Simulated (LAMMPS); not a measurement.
An MD run on a melt made from Al (fcc) with 50 % of Al sites Cu, 4000 atoms, at 1090 K and 0 GPa, brought to that temperature within a few picoseconds.

Model: classical MD, pair style eam/alloy, file AlCu.eam.alloy (LAMMPS).

### Question
Give number structure factor against q (1/Å) as the simulation yields it.

### Answer
State found: liquid.
```
q (1/Å)  number structure factor
-------  -----------------------
0.6800                     0.035
0.8800                     0.034
1.080                      0.043
1.280                      0.051
1.480                      0.055
1.680                      0.085
1.880                      0.138
2.080                      0.231
2.280                      0.539
2.480                       1.19
2.680                       1.89
2.880                       2.11
3.080                       1.73
3.280                       1.16
3.480                      0.796
3.680                      0.657
3.880                      0.624
4.080                      0.649
4.280                      0.732
4.480                      0.861
4.680                       1.01
4.880                       1.13
5.080                       1.21
5.280                       1.22
5.480                       1.18
5.680                       1.10
5.880                       1.01
6.080                      0.933
6.280                      0.885
6.480                      0.873
6.680                      0.891
6.880                      0.932
7.080                      0.982
7.280                       1.03
7.480                       1.06
7.680                       1.07
7.880                       1.07
8.080                       1.05
8.280                       1.02
8.480                      0.994
8.680                      0.972
8.880                      0.960
9.080                      0.959
9.280                      0.967
9.480                      0.981
9.680                      0.997
9.880                       1.01
10.08                       1.02
10.28                       1.02
10.48                       1.02
10.68                       1.02
10.88                       1.01
11.08                      0.997
11.28                      0.990
11.48                      0.986
11.68                      0.986
11.88                      0.988
```

Caution: a run this short can hold a crystal over, or a liquid under, the potential's melting point.
